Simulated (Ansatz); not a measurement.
## Effect of pressure 5 GPa on ZnAg

Take ZnAg in the CsCl type structure (space group Pm-3m, No. 221; a = 3.118 Å) as the base.

Perturbation: a hydrostatic pressure of 5 GPa.

Level of theory: PBEsol/PAW in Ansatz (a program for electronic structure), no spin-orbit coupling. k-mesh 15×15×15 (Γ-centred); smearing 0.05 eV (Fermi–Dirac).

The volume per atom decreases by 0.58 Å³, from 15.15 Å³ to 14.57 Å³ and the density goes up by 0.378 g/cm³, from 9.50 g/cm³ to 9.87 g/cm³. The lattice parameter a shrinks by 0.0403 Å to 3.077 Å and the shortest interatomic distance falls by 0.035 Å, from 2.700 Å to 2.665 Å. The enthalpy H = E + PV relative to the base's energy comes out as +0.46 eV/atom and the band gap stays zero.

Load acts through the strain it causes; cell and atoms are relaxed under it. No phonon test of stability was made. No other phases were tried under pressure.
